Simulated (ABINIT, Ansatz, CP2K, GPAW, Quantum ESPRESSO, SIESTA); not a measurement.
# CdAu (Pm-3m, 2 atoms in the cell) computed with different codes at matched settings

Self-consistent single point.

```
CdAu
1.0
    3.33811     0.00000     0.00000
    0.00000     3.33811     0.00000
    0.00000     0.00000     3.33811
Cd Au
1 1
Cartesian
  0.00000   0.00000   0.00000
  1.66905   1.66905   1.66905
```

Shared settings, as Ansatz (an electronic-structure program) writes them: kpoints.mp_grid.grid = 7 7 7; scf.occupations.method = gaussian; scf.occupations.width = 0.272 eV. Potentials and cutoffs stand in the table.

```json
[
 {"code": "Ansatz", "model": "LDA (PW92), PAW files made with PBE", "pressure (GPa)": "-6.37", "cutoff": "default"},
 {"code": "SIESTA", "model": "LDA PW92, numerical atomic orbitals DZP, PseudoDojo LDA standard norm-conserving potentials (rewritten from UPF to PSML)", "pressure (GPa)": "-8.61", "cutoff": "grid 300 Ry"},
 {"code": "ABINIT", "model": "LDA (PW92), PAW (JTH v2.0 LDA PAW)", "pressure (GPa)": "-6.70", "cutoff": "26 Ha"},
 {"code": "Quantum ESPRESSO", "model": "LDA (PZ), GBRV 1.5 ultrasoft (LDA) pseudopotentials", "pressure (GPa)": "-6.44", "cutoff": "40 Ry"},
 {"code": "GPAW", "model": "LDA (Perdew-Wang 92), GPAW PAW datasets LDA (gpaw-data 1.0.1)", "pressure (GPa)": "-6.15", "cutoff": "600 eV"},
 {"code": "CP2K", "model": "LDA (Pade form), GPW, DZVP-MOLOPT-SR-GTH basis, GTH-PADE potentials (GTH_POTENTIALS)", "pressure (GPa)": "-2.93", "cutoff": "grid 500 Ry"}
]
```

On Ansatz's run: spin-orbit coupling is off.

The spread over the programs that give each value: pressure within 5.68 GPa.

SIESTA and CP2K use small atom-centred bases, whose incompleteness enters pressures, forces and empty levels differently from a plane-wave cutoff. Ansatz's pressure is given at a fixed set of plane waves, as the other plane-wave codes print theirs; with its correction for the finite basis it is -6.34 GPa. The same LDA comes in different parametrisations, which differ slightly. In the pressure, SIESTA (by 2.21) and CP2K (by 3.47) lie more than 1 GPa from the median of the plane-wave programs.

The starting cell comes from a database of computed structures (which also holds hypothetical and non-ambient phases and stackings), without a prior relaxation at this level. Its lattice was rescaled by a random factor within 2.5 % of one.

Left out of this page: Elk and FLEUR (not drawn, or without a comparable value).

Keys are those of Ansatz 0.2.
